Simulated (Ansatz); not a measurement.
Consider TiO2 in the anatase structure (space group I4_1/amd, No. 141; a = 3.770 Å, c = 9.552 Å). Axes: x, y, z lie along a, b, c of the conventional cell.

Method: PBEsol, PAW, 420 eV (Ansatz, an electronic-structure program; no SOC).

Base values:

- Band gap = 2.11 eV

Perturbation: tensor shear ε_xz = +2.00 % (engineering shear γ = 0.0400), atoms relaxed at fixed cell.

Problem. Predict the new largest internal atomic displacement, band gap and stress.

Solution. The largest internal atomic displacement is 0.056 Å; the band gap goes up by 0.01 eV, from 2.11 eV to 2.12 eV; the stress (xx, yy, zz, yz, xz, xy; compression positive) amounts to (0.06, -0.40, 0.00, 0.00, -1.88, 0.00) GPa.

The cells carry an imposed strain or load. Whether these cells are dynamically stable was not tested. All final runs are without spin polarisation.
